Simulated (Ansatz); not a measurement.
## Response to strain in YN

The parent structure is YN in the rock salt structure (space group Fm-3m, No. 225; a = 4.856 Å). Axes: x, y, z lie along the cube axes.

Strains are applied to the cell and any free atomic positions relax; under biaxial strain the out-of-plane vector relaxes too.

Computed with PBEsol (Ansatz, a first-principles code; PAW; 420 eV plane waves; scalar-relativistic without spin-orbit coupling).

Notes on the quantities. energy relative to the base: free energy F; pressure: mean of the normal stresses, compression positive.

```tsv
variant	energy relative to the base	pressure	shortest interatomic distance
base	0 meV/atom	0.0 GPa	2.428 Å
biaxial strain −2.50 %, plane normal [001], relaxed out of plane	+24 meV/atom	7.7 GPa	2.367 Å
biaxial strain −2.00 %, plane normal [001], relaxed out of plane	+15 meV/atom	5.9 GPa	2.380 Å
biaxial strain −1.50 %, plane normal [001], relaxed out of plane	+8.3 meV/atom	4.3 GPa	2.392 Å
biaxial strain −1.00 %, plane normal [001], relaxed out of plane	+3.6 meV/atom	2.8 GPa	2.404 Å
biaxial strain −0.50 %, plane normal [001], relaxed out of plane	+0.9 meV/atom	1.3 GPa	2.416 Å
biaxial strain +1.00 %, plane normal [001], relaxed out of plane	+3.4 meV/atom	-2.4 GPa	2.417 Å
biaxial strain +1.50 %, plane normal [001], relaxed out of plane	+7.4 meV/atom	-3.5 GPa	2.411 Å
biaxial strain +2.00 %, plane normal [001], relaxed out of plane	+13 meV/atom	-4.6 GPa	2.406 Å
biaxial strain +3.00 %, plane normal [001], relaxed out of plane	+28 meV/atom	-6.4 GPa	2.395 Å
```

The mesh was chosen for an insulator and is coarse for the gapless case. Stability against distortions was not tested. All final runs are without spin polarisation.
